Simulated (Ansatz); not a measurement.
## GaAs under load (space group I-4m2): band-edge transport data

Here is the system:

```
GaAs
1.0
    0.00000     2.81532     2.89607
    2.81532     0.00000     2.89607
    2.81532     2.81532     0.00000
Ga As
1 1
Direct
  0.00000   0.00000   0.00000
  0.25000   0.25000   0.25000
```

Method: r2SCAN with spin-orbit coupling, rigid bands (plane waves, PAW; Ansatz, an electronic-structure program). Condition of this run: uniaxial stress zz = -2 GPa (compression positive) (the target of the relaxation). How the cell was made: cell and atoms relaxed with r2SCAN, then loaded as said.

```yaml
band_gap: 0.72 eV
electron conductivity mass (300 K, dilute): 0.052 (x), 0.052 (y), 0.057 (z) mₑ
hole conductivity mass (300 K, dilute): 0.28 (x), 0.28 (y), 0.47 (z) mₑ
effective density of states N_c (300 K): 2.9e17 cm⁻³
effective density of states N_v (300 K): 3.8e18 cm⁻³
density_of_states_mass_electrons: 0.051 mₑ
density_of_states_mass_holes: 0.28 mₑ
Seebeck coefficient, n-type 1e19 cm⁻³, 300 K: -41 μV/K
Seebeck coefficient, p-type 1e19 cm⁻³, 300 K: 217 μV/K
```

Rigid bands; masses and Seebeck coefficients take one relaxation time τ for all states and one kind of carrier; polarons and phonon drag are left out.
